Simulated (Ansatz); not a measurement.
# What isotropic strain −2.00 % does to Ta

The reference is Ta in the bcc (W type) structure (space group Im-3m, No. 229; a = 3.254 Å; relaxed with 0.1 eV smearing).

It is then changed as follows: the cell is scaled by 0.9800 in all directions; the atoms relax in the strained cell.

Level of theory: Ansatz (an electronic-structure program), LDA, PAW, cutoff 420 eV, no spin-orbit coupling. Γ-centred 28×28×28 mesh, Fermi–Dirac width 0.1 eV.

The space group is still Im-3m (No. 229) and the shortest interatomic distance decreases by 0.056 Å to 2.762 Å. The energy rises by 44 meV/atom and the band gap is still zero.

Cost of the whole job for the changed cell (relaxation, final SCF and bands): roughly 14 core-seconds.

No phonon test of stability was made. The final runs are not spin-polarised.
